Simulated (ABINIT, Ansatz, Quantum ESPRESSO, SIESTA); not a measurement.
# AlN (F-43m, 2 atoms in the cell) computed with different codes at matched settings

Self-consistent single point.

```
CELL_PARAMETERS angstrom
      0.00000     2.18399     2.18399
      2.18399     0.00000     2.18399
      2.18399     2.18399     0.00000
ATOMIC_POSITIONS crystal
  Al 0.00000 0.00000 0.00000
  N  0.75000 0.75000 0.75000
```

Shared settings, as Ansatz (a quantum-chemistry and plane-wave program) writes them: kpoints.mp_grid.grid = 1 1 1; scf.occupations.method = fixed. Potentials and cutoffs stand in the table.

| code | model | pressure (GPa) | cutoff |
|---|---|---|---|
| SIESTA | GGA PBE, numerical atomic orbitals DZP, PseudoDojo PBE standard norm-conserving potentials (rewritten from UPF to PSML) | 24.50 | grid 350 Ry |
| ABINIT | PBE, PAW (JTH v2.0 PBE PAW) | 24.79 | 26 Ha |
| Ansatz | PBE, default PAW files | 22.73 | default |
| Quantum ESPRESSO | PBE, GBRV 1.5 ultrasoft (PBE) pseudopotentials | 26.68 | 40 Ry |

The spread over the programs that give each value: pressure within 3.95 GPa.

SIESTA uses small atom-centred bases, whose incompleteness enters pressures, forces and empty levels differently from a plane-wave cutoff. Ansatz's pressure is given at a fixed set of plane waves, as the other plane-wave codes print theirs; with its correction for the finite basis it is 23.07 GPa (the shift of 0.34 GPa shows how far the cutoff is from converged).

On the base mesh (9 9 9) the same programs gave: Ansatz pressure 4.37 GPa, gap on the mesh 3.510 eV; Quantum ESPRESSO pressure 5.35 GPa, gap on the mesh 3.495 eV; ABINIT pressure 5.31 GPa; SIESTA pressure 6.51 GPa.

The values differ from the base mesh's, so the mesh still matters here: the table compares the programs at equal settings.

The starting cell comes from a database of computed structures (which also holds hypothetical and non-ambient phases and stackings), without a prior relaxation at this level.

Left out of this page: GPAW, Elk and FLEUR (not drawn, or without a comparable value); CP2K (on another mesh).

Keys are those of Ansatz 0.2.
